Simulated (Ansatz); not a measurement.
Consider the following.

```xyz
2
Lattice="0.0000 0.0000 -3.1796 -3.0330 -3.0330 -1.5898 -3.0330 3.0330 -1.5898" Properties=species:S:1:pos:R:3 pbc="T T T"
Sn    -3.0330     0.0000    -2.3847
Sn     0.0000     0.0000    -3.1796
```

No spin polarisation.

All numbers come from PBE (Ansatz, an electronic-structure program; PAW; 420 eV plane waves; no spin-orbit coupling). Settings: 16×16×16 k-points, 0.05 eV Fermi–Dirac smearing.

**Question.** Estimate the band gap.

**Answer.** Zero.

**Question.** What pressure (mean of the normal stresses, compression positive) does the calculation give?

**Answer.** -1.3 GPa.

A biaxial case was relaxed in a doubled cell and then solved in the primitive one. The cells carry an imposed strain or load. No phonon test of stability was made. The cell was made from Sn (space group I4_1/amd, No. 141) by this change: biaxial strain +2.00 %, plane normal [001], relaxed out of plane.
